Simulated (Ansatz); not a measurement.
The parent structure is KI in the rock salt structure (space group Fm-3m, No. 225).

```
CELL_PARAMETERS angstrom
      0.00000     3.50280     3.50280
      3.50280     0.00000     3.50280
      3.50280     3.50280     0.00000
ATOMIC_POSITIONS crystal
  K  0.00000 0.00000 0.00000
  I  0.50000 0.50000 0.50000
```

Cartesian axes are those of the cell as printed.

The values are results of PBEsol in Ansatz (plane waves to 420 eV, PAW, no spin-orbit coupling), not measurements.

For the base:

The valley order is Γ 3.87 eV; X along ⟨100⟩ 4.79 eV.

Perturbation: uniaxial strain ε_zz = +2.00 %, all other strain components held at zero; the atoms relax in the strained cell.

Task: Predict the new valley order.

Result: The valley order (the lowest conduction-band minima on the path, energy above the VBM, named in the base's zone) goes from Γ 3.87 eV; X along ⟨100⟩ 4.79 eV to Γ 3.83 eV; X along [100] 4.82 eV; X along [001] 4.84 eV.

Spin-orbit coupling, missing from the scalar runs, can matter with I. The levels and masses belong to the bands next to the band gap. Whether these cells are dynamically stable was not tested.

Ansatz is a first-principles code.
